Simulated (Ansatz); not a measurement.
A self-consistent single point of MgTe (F-43m, 2 atoms in the cell) with Ansatz (a first-principles code).

Computed with PBE0, PAW files (plane waves; Ansatz).

```
MgTe
1.0
    0.00000     3.20582     3.20582
    3.20582     0.00000     3.20582
    3.20582     3.20582     0.00000
Mg Te
1 1
Direct
  0.00000   0.00000   0.00000
  0.75000   0.75000   0.75000
```

Reference input (self-consistent single point, DFT, PBE0, plane waves, PAW files made with PBE): basis.ecutwfc = 420 eV; kpoints.mp_grid.grid = 7 7 7; hamiltonian.xc = pbe0; hamiltonian.pseudopotentials = {kind: paw} (the program's default PAW files); scf.occupations.method = fixed. This run's input differs from it in these lines:

```diff
@@ -17,2 +17,3 @@
   occupations: { method: fixed }
+  exx: { singularity: none }
 output:
```

Output (repeated stretches shortened):

```
Error: inconsistent input (scf.exx.singularity, hamiltonian.xc): set with a full-range or long-range-corrected hybrid — none is a screened kernel's own limit at zero transfer, and a kernel that reaches to infinity, as the full-range 1/r kernel does, has no limit at zero transfer: the energy would be off by the term that is dropped there, and fall without bound as one side of the cell is lengthened; leave scf.exx.singularity out, under which every functional takes the treatment of its own kernel, or, where the run takes it, use `singularity: regularized`
```

The program stopped before any SCF iteration. 

The starting cell comes from a database of computed structures (which also holds hypothetical and non-ambient phases and stackings), without a prior relaxation at this level. Its lattice was rescaled by a random factor within 2.5 % of one.

Keys are those of Ansatz 0.2.
